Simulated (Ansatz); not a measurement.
Fermi-surface data of ScAl₃ under load (space group P4/mmm)

Consider the following.

```
CELL_PARAMETERS angstrom
      4.08178     0.00000     0.00000
      0.00000     4.08178     0.00000
      0.00000     0.00000     4.02404
ATOMIC_POSITIONS crystal
  Sc 0.00000 0.00000 0.00000
  Al 0.50000 0.00000 0.50000
  Al 0.00000 0.50000 0.50000
  Al 0.50000 0.50000 0.00000
```

Calculation: PBEsol, rigid bands (plane waves, PAW, scalar-relativistic; Ansatz, a first-principles code). Condition of this run: uniaxial stress zz = 2 GPa (compression positive) (the target of the relaxation). Cell: cell and atoms relaxed with PBEsol, then loaded as said.

```
Property                                                                 Result
------------------------------------  -----------------------------------------
density of states at the Fermi level          1.24 states/(eV·cell), both spins
bare Sommerfeld coefficient                           0.73 mJ/(mol of atoms·K²)
Drude plasma energy                                5.7 (x), 5.7 (y), 5.9 (z) eV
root-mean-square Fermi velocity                                       8.3e5 m/s
resistivity times τ                   15.0 (x), 15.0 (y), 14.1 (z) ×10⁻²² Ω·m·s
```

A metal at this level (no band gap); rigid bands, thermally averaged at 300 K, both spins. Spin-orbit coupling is left out. τ is one relaxation time for all states.

Computed structure with no diffraction record at hand here (it may be known, metastable or hypothetical): ScAl3 under load (space group P4/mmm).
